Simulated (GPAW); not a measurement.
Band structure of LiBi2I2O2 (P-4m2, 7 atoms in the cell).

```yaml
crystal:
  lattice:
    - [4.23028, 0.00000, 0.00000]
    - [0.00000, 4.23028, 0.00000]
    - [0.00000, 0.00000, 9.99394]
  atoms:
    - { symbol: Li, position: [0.00000, 0.00000, 0.50000] }
    - { symbol: Bi, position: [0.50000, 0.00000, 0.89182] }
    - { symbol: Bi, position: [0.00000, 0.50000, 0.10818] }
    - { symbol: I, position: [0.00000, 0.50000, 0.67750] }
    - { symbol: I, position: [0.50000, 0.00000, 0.32250] }
    - { symbol: O, position: [0.50000, 0.50000, 0.00000] }
    - { symbol: O, position: [0.00000, 0.00000, 0.00000] }
```

Method: PBEsol, GPAW PAW datasets PBEsol (made by gpaw-setup) (plane waves; GPAW).

Settings: mode = pw; ecut = 900 eV; xc = PBEsol; kpts = 5 5 3; mesh shift (steps) = 0 0 0; occupations.name = methfessel-paxton; occupations.width = 0.1 eV; occupations.order = 0; nbands = -13; convergence.density = 1e-05 e/electron; symmetry.symmorphic = false; symmetry.tolerance = 0.0005; maxiter = 150; bandpath_npoints = 40.

The starting cell comes from a database of computed structures (which also holds hypothetical and non-ambient phases and stackings), without a prior relaxation at this level. Its lattice was rescaled by a random factor within 2.5 % of one. Spin-orbit coupling is off.

Levels in eV from the Fermi level, bands 26 to 32:
| point | 26 | 27 | 28 | 29 | 30 | 31 | 32 |
|---|---|---|---|---|---|---|---|
| Γ | -3.05 | -2.65 | -2.65 | -0.90 | -0.12 | 1.82 | 1.82 |
| X | -3.00 | -2.76 | -2.33 | 1.23 | 1.24 | 1.51 | 1.69 |
| M | -3.53 | -3.39 | -3.39 | -0.18 | -0.06 | 1.58 | 1.58 |
| Z | -3.12 | -2.56 | -2.56 | -0.84 | -0.59 | 1.67 | 1.67 |
| R | -3.02 | -2.76 | -2.33 | 1.28 | 1.32 | 1.42 | 1.51 |
| A | -3.82 | -3.47 | -3.47 | -0.01 | 0.23 | 1.55 | 1.55 |

Bands cross the Fermi level along this path, so the cell is metallic at this level.
